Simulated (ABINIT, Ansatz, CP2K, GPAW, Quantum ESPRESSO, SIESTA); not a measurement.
One structure in several programs: Cd2SeS (P3m1, 4 atoms in the cell)

Self-consistent single point.

```
CELL_PARAMETERS angstrom
      4.29722     0.00000     0.00000
     -2.14861     3.72150     0.00000
      0.00000     0.00000     7.00717
ATOMIC_POSITIONS crystal
  Cd 0.00000 0.00000 0.49023
  Cd 0.33333 0.66667 0.00964
  Se 0.33333 0.66667 0.62575
  S  0.00000 0.00000 0.12238
```

Shared settings, as Ansatz (a quantum-chemistry and plane-wave program) writes them: kpoints.mp_grid.grid = 6 6 3; scf.occupations.method = fermi_dirac; scf.occupations.width = 0.01 eV. Potentials and cutoffs stand in the table.

```tsv
code	model	pressure (GPa)	largest force (eV/Å)	gap on the mesh (eV)	cutoff
Ansatz	LDA (PW92), PAW files made with PBE	-4.81	0.023	0.411	default
CP2K	LDA (Pade form), GPW, DZVP-MOLOPT-SR-GTH basis, GTH-PADE potentials (GTH_POTENTIALS)	-3.84	0.018	0.380	grid 500 Ry
SIESTA	LDA PW92, numerical atomic orbitals DZP, PseudoDojo LDA standard norm-conserving potentials (rewritten from UPF to PSML)	-7.16	0.125	0.628	grid 300 Ry
ABINIT	LDA (PW92), PAW (JTH v2.0 LDA PAW)	-4.77	0.034	0.397	21 Ha
Quantum ESPRESSO	LDA (PZ), GBRV 1.5 ultrasoft (LDA) pseudopotentials	-4.78	0.020	0.384	40 Ry
GPAW	LDA (Perdew-Wang 92), GPAW PAW datasets LDA (gpaw-data 1.0.1)	-4.97	0.028	0.402	600 eV
```

Gaps are read on the mesh.

The spread over the programs that give each value: pressure within 3.32 GPa; largest force within 0.107 eV/Å; gap on the mesh within 0.248 eV.

CP2K and SIESTA use small atom-centred bases, whose incompleteness enters pressures, forces and empty levels differently from a plane-wave cutoff. Ansatz's pressure is given at a fixed set of plane waves, as the other plane-wave codes print theirs. The same LDA comes in different parametrisations, which differ slightly. In the pressure, SIESTA (by 2.37) lies more than 1 GPa from the median of the plane-wave programs. In the gap, SIESTA (by 0.228) lies more than 0.12 eV from the median of the plane-wave programs. In the force vectors, SIESTA (by 0.107) lies more than 0.08 eV/Å from the median of the plane-wave programs.

The starting cell comes from a database of computed structures (which also holds hypothetical and non-ambient phases and stackings), without a prior relaxation at this level. Its lattice was rescaled by a random factor within 2.5 % of one.

Keys are those of Ansatz 0.2.
